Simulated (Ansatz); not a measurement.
System: GeRh (model structure, started from the CoSn type, P6/mmm, No. 191, 6 atoms in the cell). Method: r²SCAN+rVV10 (plane waves, PAW; Ansatz, a first-principles code).

Input:

Ansatz 0.2 input:
```yaml
crystal:
  lattice:
    - [5.3939953837, 0.0, 0.0]
    - [-2.6969976918, 4.6713370301, 0.0]
    - [0.0, 0.0, 3.9702566875]
  atoms:
    - { symbol: Rh, position: [0.5, 0.0, 0.0] }
    - { symbol: Rh, position: [0.5, 0.5, 0.0] }
    - { symbol: Rh, position: [0.0, 0.5, 0.0] }
    - { symbol: Ge, position: [0.0, 0.0, 0.0] }
    - { symbol: Ge, position: [0.3333333333, 0.6666666667, 0.5] }
    - { symbol: Ge, position: [0.6666666667, 0.3333333333, 0.5] }
basis:
  ecutwfc: 560
  ecutrho_ratio: 4
  xc_grid: 3
kpoints:
  mp_grid: { grid: [12, 12, 14] }
hamiltonian:
  xc: r2scan
  dispersion: rvv10
  pseudopotentials: { kind: paw }
scf:
  occupations: { method: fermi_dirac, width: 0.05 }
output:
  forces: true
  stress: true
  eigenvalues: true
relax:
  f_tol: 0.004
  escape_saddle: false
  max_steps: 80
  cell: { stress_tol: 0.02, fix: [volume] }
```

Excerpt of the program's output:

```
Relaxation: its limit of steps is 80 (relax.max_steps)
Crystal: 6 atoms, lattice volume = 100.039 Å³
Basis set: ecut = 560 eV, 3039 PW (Γ), exchange–correlation on 135×135×96 points (27 copies of the dense FFT grid, shifted against one another)
Bands: 56, of which v1, the nominal top of the filled ones, is band 47 counted from 1 (46 counted from 0)
Symmetry: 24 space group operations
Space group: P6/mmm (ITA 191), of the structure as read, at distance tolerance 4.6e-5 Å
k-points: 152 of 2016
Functional: x = r2scan, c = r2scan + rvv10(b = 11.95, C = 0.0093); τ floored in thin density (d = 2e-4 eV/Å³)
SCF iter   1: F=—  HF=-32148.263830 eV  |F-HF|=—  |Δ(HF+E_count)|=         —  Δρ=9.03e-3  dr2=2.13e-2  dr2_τ=4.42e-2
SCF iter   2: F=—  HF=-32148.329225 eV  |F-HF|=—  |Δ(HF+E_count)|=   6.54e-2  Δρ=4.29e-3  dr2=1.54e-2  dr2_τ=9.61e-4
  ...
SCF 1 converged in 8 iterations: F = -32148.319196 eV  dr2 = 8.26e-9
Crystal: 6 atoms, lattice volume = 100.039 Å³
Initial density: handed on by an earlier stage of this run
SCF iter   5: F=—  HF=-32148.319196 eV  |F-HF|=—  |Δ(HF+E_count)|=  3.64e-12  Δρ=1.11e-7  dr2=2.12e-11  dr2_τ=1.19e-12
SCF iter   6: F=-32148.319196 eV  HF=-32148.319196 eV  |F-HF|=1.09e-11  |Δ(HF+E_count)|=  1.82e-11  Δρ=2.90e-8  dr2=1.08e-12  dr2_τ=1.46e-13
SCF 2 converged in 6 iterations: F = -32148.319196 eV  dr2 = 1.08e-12
SCF converged after 6 iterations
Free energy (F): -32148.319196 eV
Internal energy: -32148.301512 eV  (E = F + TS)
E sigma→0 (E₀):  -32148.310354 eV
Fermi energy:    15.257963 eV
--- Forces (eV/Å), atoms counted from 1 ---
  atom   1  Rh     0.00000000     0.00000000     0.00000000
  atom   2  Rh    -0.00000000    -0.00000000     0.00000000
  atom   3  Rh     0.00000000    -0.00000000    -0.00000000
  atom   4  Ge     0.00000000    -0.00000000     0.00000000
  atom   5  Ge     0.00000000    -0.00000000     0.00000000
  atom   6  Ge    -0.00000000     0.00000000    -0.00000000
--- Stress (GPa, compression-positive) ---
       -3.354825      -0.000000       0.000000
       -0.000000      -3.354825       0.000000
        0.000000       0.000000      -3.329148
  P = ⅓ Tr σ = -3.3463 GPa (-33.463 kbar)
```

The cell is one volume of an energy–volume scan, off the minimum.

The PAW data were made under PBE.

Note: the run has no spin polarisation, so it can have missed a magnetic state. Note: the relaxation could raise the start's symmetry but not lower it, so the cell can be a saddle point.

The result took very roughly 2.8 core-minutes.

A model structure was made by putting elements into a prototype or built by hand; it is no filed structure, need not be a known phase, and can be a saddle point held by its symmetry.
